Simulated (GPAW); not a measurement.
**Short convergence ladders for MoW (Cmm2, 2 atoms in the cell)**

```xyz
2
Lattice="1.5714 -2.2231 0.0000 1.5714 2.2231 0.0000 0.0000 0.0000 4.4642" Properties=species:S:1:pos:R:3 pbc="T T T"
Mo     0.0000     0.0000     0.0500
W      1.5714     0.0000     2.2321
```

Base method: PBEsol, GPAW PAW datasets PBEsol (made by gpaw-setup) (plane waves; GPAW).

Base settings: mode = pw; ecut = 600 eV; xc = PBEsol; kpts = 6 6 4; mesh shift (steps) = 0 0 0; occupations.name = fermi-dirac; occupations.width = 0.1 eV; nbands = -6; symmetry.symmorphic = false; symmetry.tolerance = 0.0005.

The count of work is k-points × plane waves × bands × iterations; it is no time. 

**Shifted k-point meshes**

In this ladder: kpts_shift = 0.5 0.5 0.5.

Only quantities that move along the ladder and can be compared are tabulated.

```tsv
kpts	free energy less the last step's (meV/atom)	pressure (GPa)	largest difference of a force vector from the last step's (eV/Å)	count of work / last
2 2 2	1186.60	16.47	0.535	0.0038
4 4 2	-98.47	-2.19	0.043	0.010
5 5 3	39.94	0.04	0.086	0.033
6 6 4	19.06	-1.05	0.001	0.037
8 8 5	5.23	-1.32	0.001	0.098
10 10 6	-4.44	-1.82	0.037	0.18
18 18 11	0.00	-1.58	0.000	1.0
```

Coarsest kpts that holds the free energy within 2 meV/atom: not settled: the last two steps still differ by 4.4 meV/atom, over half the tolerance, so the ladder does not show it.

Coarsest kpts that holds the forces within 0.02 eV/Å: not settled: the last two steps still differ by 0.037 eV/Å, over half the tolerance, so the ladder does not show it.

Coarsest kpts that holds the pressure within 1 GPa of the last step, with all finer ones: 6 6 4, at 0.037 of the last step's count of work; the step before is off by 1.6 GPa.

**The width of Fermi-Dirac smearing**

In this ladder: kpts = 10 10 7.

Narrow widths need finer meshes than wide ones, so the last steps can hold mesh noise.

Only quantities that move along the ladder and can be compared are tabulated; pressure and forces are left out, as mesh noise rules them at narrow widths.

```tsv
occupations.width	free energy less the last step's (meV/atom)	energy extrapolated to zero width less the last step's (meV/atom)
1 eV	-1343.37	155.83
0.5 eV	-268.80	33.60
0.3 eV	-83.00	1.37
0.1 eV	0.00	0.00
```

Widest occupations.width that holds the energy extrapolated to zero width within 2 meV/atom: not settled: the last two steps still differ by 1.4 meV/atom, over half the tolerance, so the ladder does not show it.

Widest occupations.width that holds the free energy within 5 meV/atom: not settled: the last two steps still differ by 83 meV/atom, over half the tolerance, so the ladder does not show it.

The extrapolation to zero width removes most of the smearing's effect on the energy.

**The setting conv density**

Moved along: convergence.energy, convergence.eigenstates.

The mesh stays at the base's, so the ladder's end is converged at best in this setting alone.

Only quantities that move along the ladder and can be compared are tabulated.

| convergence.density | pressure (GPa) | largest difference of a force vector from the last step's (eV/Å) |
|---|---|---|
| 0.01 e/electron | -2.17 | 0.104 |
| 0.001 e/electron | -1.71 | 0.002 |
| 0.0001 e/electron | -1.91 | 0.002 |
| 1e-06 e/electron | -1.89 | 0.000 |
| 1e-07 e/electron | -1.89 | 0.000 |

Coarsest convergence.density that holds the forces within 0.005 eV/Å of the last step, with all finer ones: 0.001 e/electron; the step before is off by 0.10 eV/Å.

Coarsest convergence.density that holds the pressure within 0.05 GPa of the last step, with all finer ones: 0.0001 e/electron; the step before is off by 0.18 GPa.

On the base run: the starting cell comes from a database of computed structures (which also holds hypothetical and non-ambient phases and stackings), without a prior relaxation at this level. Its lattice was rescaled by up to half a per cent. One atom was moved a little off its site on purpose. Spin polarisation is off. Without a gap this mesh is coarse (it stands for a supercell whose shortest vector is 16 Å).

Left out of this page: 2 runs of the series outside the window shown, repeating another row's setting, or not comparable.
